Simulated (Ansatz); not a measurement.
Start from CdO in the rock salt structure (space group Fm-3m, No. 225; a = 4.691 Å).

Perturbation: full substitution Cd → Mg, then cell and atoms are relaxed.

Levels (all Ansatz, a program for electronic structure, PAW, earlier PAW set): PBEsol (420 eV, scalar-relativistic without spin-orbit coupling); PBEsol+SOC (420 eV, spin-orbit coupling included).

The geometry is relaxed with PBEsol.

| Quantity | Value |
|---|---|
| PBEsol band gap | 4.62 eV |
| PBEsol valence-band top at Γ | 0.00, 0.00, 0.00 eV |
| PBEsol pressure | 0.01 GPa |

Task: Predict the hole mass, band gap, valence-band top at Γ and pressure from PBEsol+SOC.

Result: The hole mass (degenerate bands, along [100]) comes out as 0.53, 2.1 mₑ (at Γ); the band gap shrinks by 0.01 eV to 4.61 eV; the valence-band top at Γ (three highest Kramers pairs, from the VBM) becomes 0.00, 0.00, -0.04 eV (PBEsol: 0.00, 0.00, 0.00 eV); the pressure is still 0.01 GPa. The threefold valence maximum splits by Δso ≈ 38 meV.

Single points use the geometry relaxed with PBEsol. The spin-orbit shifts are approximate. Effective masses come from finite differences of ±0.01 Å⁻¹. Whether these cells are dynamically stable was not tested. The runs without spin-orbit coupling are not spin-polarised. A zero or small gap of CdO can be the functional's error rather than a property of the material.
